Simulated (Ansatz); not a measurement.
The parent structure is SnO (space group P4/nmm, No. 129; a = 3.769 Å, c = 4.557 Å; layered, stacked along the Cartesian z axis; relaxed with 0.1 eV smearing).

Computed with PBEsol-D3(BJ) (Ansatz, a program for electronic structure; PAW; 420 eV plane waves; no SOC).

Base values:

- Pressure: 0.0 GPa
- Band gap: zero

Perturbation: an isotropic linear strain of −3.00 %, atoms relaxed at fixed cell.

**Question.** Estimate the effect on the largest internal atomic displacement.

**Answer.** The largest internal atomic displacement comes out as 0.061 Å.

**Question.** Estimate the effect on the pressure.

**Answer.** The pressure (mean of the normal stresses, compression positive) goes from zero to 6.7 GPa.

**Question.** Predict the new energy relative to the base.

**Answer.** The energy rises by 27 meV/atom.

**Question.** How does this affect the band gap?

**Answer.** The band gap stays zero.

No phonon test of stability was made. All final runs are without spin polarisation. A zero or small gap of SnO can be the functional's error rather than a property of the material.
